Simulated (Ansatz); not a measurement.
Results of PBEsol (Ansatz, a first-principles code, plane waves, PAW) for SnSb (Pm-3m, No. 221, 2 atoms in the cell; start mp-1625).

Settings: plane-wave cutoff 520 eV, 14×14×14 k mesh, Fermi–Dirac smearing 0.05 eV, scalar-relativistic PAW data made under PBE.

Cell (relaxed at this level):

```cif
data_SbSn
_chemical_formula_sum 'Sn1 Sb1'
_space_group_name_H-M_alt 'P 1'
_space_group_IT_number 1
_cell_length_a 3.73750
_cell_length_b 3.73750
_cell_length_c 3.73750
_cell_angle_alpha 90.000
_cell_angle_beta 90.000
_cell_angle_gamma 90.000
loop_
_space_group_symop_operation_xyz
  'x, y, z'
loop_
_atom_site_label
_atom_site_type_symbol
_atom_site_fract_x
_atom_site_fract_y
_atom_site_fract_z
_atom_site_occupancy
Sn1 Sn 0.50000 0.50000 0.50000 1
Sb1 Sb 0.00000 0.00000 0.00000 1
```

Task: What does this level give for the bulk modulus?

Result: 
bulk modulus: 60.6 GPa

The run finds no gap.

Note: the bulk modulus is −V dP/dV from two relaxed cells at ±2 % in volume; the relaxation could not lower the start's symmetry, so the cell can be a saddle point above a distorted one.

Spin–orbit coupling is not included; it can open a gap where bands touch, and shift volumes and moduli.

Computed values are for the static lattice.

A start named mp-… is a Materials Project structure, which need not be a measured phase.
